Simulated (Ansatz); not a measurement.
Consider GaP in the zinc blende structure (space group F-43m, No. 216).

Space group F-43m (No. 216); a = b = c = 5.439 Å, α = β = γ = 90.00°

```tsv
atom	site	symmetry	x	y	z
Ga	4a	-43m	0.0000	0.0000	0.0000
P	4d	-43m	0.7500	0.7500	0.7500
```
(The calculation used a cell of 2 atoms; values per cell refer to that cell.)

Computed with Ansatz (a quantum-chemistry and plane-wave program), PBEsol, PAW, cutoff 420 eV, without spin-orbit coupling.

One change was made to it. Results:

| quantity | base | after |
|---|---|---|
| valley order (the lowest conduction-band minima on the path, energy above the VBM, named in the base's zone) | a point along ⟨100⟩, about 1.0 Å⁻¹ from Γ 1.45 eV; L along ⟨111⟩ 1.60 eV; Γ 1.80 eV | a point along ⟨100⟩, about 1.0 Å⁻¹ from Γ 1.36 eV; L along ⟨111⟩ 1.75 eV; Γ 2.19 eV |
| smallest direct gap | 1.80 eV | 2.19 eV |

Q: What was done to the base?
A) pressure 4.5 GPa
B) pressure 0.9 GPa
C) pressure 22.5 GPa

A: A, pressure 4.5 GPa. For comparison, the valley order in the other runs: pressure 0.9 GPa gives a point along ⟨100⟩, about 1.0 Å⁻¹ from Γ 1.43 eV; L along ⟨111⟩ 1.63 eV; Γ 1.88 eV; pressure 22.5 GPa gives a point along ⟨100⟩, about 1.0 Å⁻¹ from Γ 1.05 eV; L along ⟨111⟩ 2.14 eV; Γ 3.30 eV.

Load acts through the strain it causes; cell and atoms are relaxed under it. Stability against distortions was not tested. Tetrahedral semiconductors of this kind turn to denser phases somewhere between about 1 and 50 GPa; those were not computed, so compressed cells here can lie past the real transition.
